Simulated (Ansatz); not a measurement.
Ansatz (an electronic-structure program) run on BeTe (F-43m, 2 atoms in the cell): self-consistent single point.

Level of theory: PBE (plane waves, PAW; Ansatz).

```
CELL_PARAMETERS angstrom
      0.00000     2.80092     2.80092
      2.80092     0.00000     2.80092
      2.80092     2.80092     0.00000
ATOMIC_POSITIONS crystal
  Be 0.00000 0.00000 0.00000
  Te 0.25000 0.25000 0.25000
```

Reference input (self-consistent single point, DFT, PBE, plane waves, default PAW files): basis.ecutwfc = 420 eV; kpoints.mp_grid.grid = 8 8 8; hamiltonian.xc = pbe; hamiltonian.pseudopotentials = {kind: paw} (the program's default PAW files); scf.occupations.method = fermi_dirac; scf.occupations.width = 0.05 eV. This run's input differs from it in these lines:

Ansatz 0.2 input:
```diff
@@ -12,3 +12,3 @@
   mp_grid:
-    grid: [8, 8, 8]
+    grid: [4, 4, 4]
 hamiltonian:
```

The program printed (abridged):

```
SCF iter   1: F=—  HF=-7073.355903 eV  |F-HF|=—  |Δ(HF+E_count)|=         —  Δρ=1.27e-3  dr2=1.29e-3  ethr=1.77e-3  ⟨swp⟩=6.8  Hψ=660  notcnv=0
all-band conjugate gradients solve this SCF's bands
preconditioner: auto → none
SCF iter   2: F=—  HF=-7073.355506 eV  |F-HF|=—  |Δ(HF+E_count)|=   3.97e-4  Δρ=5.94e-4  dr2=2.04e-4  ethr=7.14e-6  ⟨swp⟩=2.2  Hψ=237  notcnv=0
SCF iter   3: F=—  HF=-7073.355458 eV  |F-HF|=—  |Δ(HF+E_count)|=   4.82e-5  Δρ=2.55e-4  dr2=2.87e-5  ethr=1.13e-6  ⟨swp⟩=2.9  Hψ=179  notcnv=0
SCF iter   4: F=—  HF=-7073.355493 eV  |F-HF|=—  |Δ(HF+E_count)|=   3.53e-5  Δρ=6.56e-5  dr2=2.85e-6  ethr=1.60e-7  ⟨swp⟩=3.0  Hψ=176  notcnv=0
iter 5 did not close the SCF: its close was put off for the readings that it lacked (scf_convergence_deferred on its scf_iter line)
SCF iter   5: F=-7073.355493 eV  HF=-7073.355493 eV  |F-HF|=3.28e-8  |Δ(HF+E_count)|=   3.51e-7  Δρ=8.46e-6  dr2=3.92e-8  ethr=1.58e-8  ⟨swp⟩=3.0  Hψ=176  notcnv=0
SCF iter   6: F=-7073.355493 eV  HF=-7073.355493 eV  |F-HF|=1.25e-8  |Δ(HF+E_count)|=   5.50e-9  Δρ=4.16e-6  dr2=1.42e-8  ethr=2.18e-10  ⟨swp⟩=3.0  Hψ=441  notcnv=0
SCF 1 converged in 6 iterations: F = -7073.355493 eV  dr2 = 1.42e-8
Free energy (F): -7073.355493 eV
Internal energy: -7073.355493 eV  (E = F + TS)
E sigma→0 (E₀):  -7073.355493 eV
Fermi energy:    8.619978 eV
--- Forces (eV/Å), atoms counted from 1 ---
  atom   1  Be     0.00000000    -0.00000000    -0.00000000
  atom   2  Te     0.00000000     0.00000000     0.00000000
--- Stress (GPa, compression-positive) ---
        2.459317      -0.000000      -0.000000
       -0.000000       2.459317       0.000000
       -0.000000       0.000000       2.459317
  P = ⅓ Tr σ = 2.4593 GPa (24.593 kbar)
  The stress holds the Pulay correction. Without it, at fixed plane waves, as pw.x and ABINIT print it: P = 2.4346 GPa
```

The run converged in 6 iterations. Against the reference run the free energy rises by 40.2 meV/atom, the pressure goes from 1.99 to 2.46 GPa and the gap on the mesh moves little (1.949 to 1.939 eV). The full log also holds: “iter 5 did not close the SCF: its close was put off for the readings that it lacked (scf_convergence_deferred on its scf_iter line)”.

The starting cell has typed, rounded lattice constants, without a prior relaxation at this level. Its lattice was rescaled by up to half a per cent. Spin-orbit coupling is off. Ansatz's pressure includes its estimate of the finite-basis (Pulay) stress.
